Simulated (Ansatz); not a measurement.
Base system: SnS in the GeS type structure (space group Pnma, No. 62; a = 11.155 Å, b = 4.000 Å, c = 4.261 Å). Axes: x, y, z lie along a, b, c of the conventional cell.

Method: PBE-D3(BJ), PAW, 420 eV (Ansatz, an electronic-structure program; spin-orbit coupling left out), earlier PAW set.

Perturbation: the cell is compressed by 5.93 % along z with no lateral relaxation, atoms relaxed at fixed cell.

Q: Predict the stress tensor and what it implies for the stiffness.

A: Stress of the strained cell less that of the base (GPa, compression positive):
```
   1.59    0.00    0.00
   0.00    2.66    0.00
   0.00    0.00    3.44
```

Then −Δσ_ii/ε with ε = -0.0593 gives secant stiffness values (nonlinear terms included at this strain): C33 ≈ 58 GPa, C13 ≈ 27 GPa and C23 ≈ 45 GPa.

As a check, the harmonic strain energy −½ V₀ Δσ:ε is 15 meV/atom; the computed energy rise is 14 meV/atom.

Stability against distortions was not tested.
